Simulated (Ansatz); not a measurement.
Given:

```
Nb
1.0
   -1.67737     1.67737     1.67737
    1.67737    -1.67737     1.67737
    1.67737     1.67737    -1.67737
Nb
1
Direct
  0.00000   0.00000   0.00000
```

No spin polarisation.

Method: PBEsol in Ansatz (plane waves to 420 eV, PAW, without spin-orbit coupling). k-mesh 28×28×28 (Γ-centred); smearing 0.1 eV (Fermi–Dirac).

### Question
Predict the pressure and band gap.

### Answer
* **Pressure**: -11.7 GPa
* **Band gap**: zero

The cells carry an imposed strain or load. No phonon test of stability was made. The final runs are not spin-polarised. The cell was made from Nb in the bcc (W type) structure (space group Im-3m, No. 229) by this change: isotropic strain +2.50 %.

Ansatz is a program for electronic structure.
